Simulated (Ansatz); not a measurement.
Base system: MoTe₂ in the 2H-MoS2 type structure (space group P6_3/mmc, No. 194; a = 3.542 Å, c = 14.182 Å; layered, stacked along the Cartesian z axis). Axes: x lies along a and z along c of the hexagonal cell.

Computed with Ansatz (a quantum-chemistry and plane-wave program), r2SCAN+rVV10, PAW, cutoff 500 eV, spin-orbit coupling left out, earlier PAW set.

Before the change:

The band gap is 0.87 eV, the valence-band top at Γ is 0.00, -0.50, -0.98 eV and the pressure is 0.00 GPa.

One thing is altered: uniaxial strain ε_yy = +3.80 %, all other strain components held at zero; the atoms relax in the strained cell.

Q: What does the calculation give for the largest internal atomic displacement, band gap, valence-band top at Γ and pressure after the change?

A: The largest internal atomic displacement is 0.030 Å; the band gap drops by 0.14 eV to 0.73 eV; the valence-band top at Γ (three highest levels, from the VBM) changes from 0.00, -0.50, -0.98 eV to 0.00, -0.44, -0.89 eV; the pressure (mean of the normal stresses, compression positive) goes from zero to -1.95 GPa.

With Te present, leaving out spin-orbit coupling can change the band edges. No phonon test of stability was made.
